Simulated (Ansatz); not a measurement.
# Fermi-surface data of LiC₆ (P6/mmm)

Consider the following.

```xyz
7
Lattice="4.3095 0.0000 0.0000 -2.1547 3.7321 0.0000 0.0000 0.0000 3.6618" Properties=species:S:1:pos:R:3 pbc="T T T"
Li     0.0000     0.0000     0.0000
C     -0.7189     1.2451     1.8309
C     -1.4359     2.4870     1.8309
C      2.8718     0.0000     1.8309
C      1.4377     0.0000     1.8309
C      1.4359     2.4870     1.8309
C      0.7189     1.2451     1.8309
```

Method: PBEsol, rigid bands (plane waves, PAW, scalar-relativistic; Ansatz, an electronic-structure program). Cell: cell and atoms relaxed with PBEsol.

```
Property                                                                Value
------------------------------------  ---------------------------------------
density of states at the Fermi level        1.12 states/(eV·cell), both spins
bare Sommerfeld coefficient                         0.38 mJ/(mol of atoms·K²)
Drude plasma energy                              6.8 (x), 6.8 (y), 2.8 (z) eV
root-mean-square Fermi velocity                                     8.2e5 m/s
resistivity times τ                   10.7 (x), 10.7 (y), 61 (z) ×10⁻²² Ω·m·s
```

A metal at this level (no band gap); rigid bands, thermally averaged at 300 K, both spins. Spin-orbit coupling is left out. τ is one relaxation time for all states.

Computed structure with no diffraction record at hand here (it may be known, metastable or hypothetical): LiC6 (P6/mmm).
